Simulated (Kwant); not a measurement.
Device: wire with a row of barriers in a CdTe two-dimensional gas. Effective mass 0.096 mₑ, grid spacing 15 nm, hard walls, nominal width 300 nm (19 grid rows, so walls 300 nm apart), one parabolic valley, scattering region 1500 nm long along x; energies count from the band bottom; Fermi energy swept from 3.4818e-05 to 0.00041346 eV. 2 barrier(s) across the wire, height 0.0017 eV, thickness 30 nm (about 2 grid columns), spaced by 180 nm.

Constants are typed, rounded textbook-type inputs, not results; the design itself was drawn at random and stands for no fabricated device.

Model: effective-mass tight-binding model on a square grid, one spin, coherent transport at 0 K (Kwant). Conductance is in e²/h.

### Question
How many channels do the leads carry at E = 0.252, 0.328, 0.354 meV?

### Answer
The hard-wall thresholds are n² ħ²π²/(2mW²) = n² × 0.0435 meV with W = 300 nm. √(0.252/0.0435) = 2.40, so 2. √(0.328/0.0435) = 2.74, so 2. √(0.354/0.0435) = 2.85, so 2.
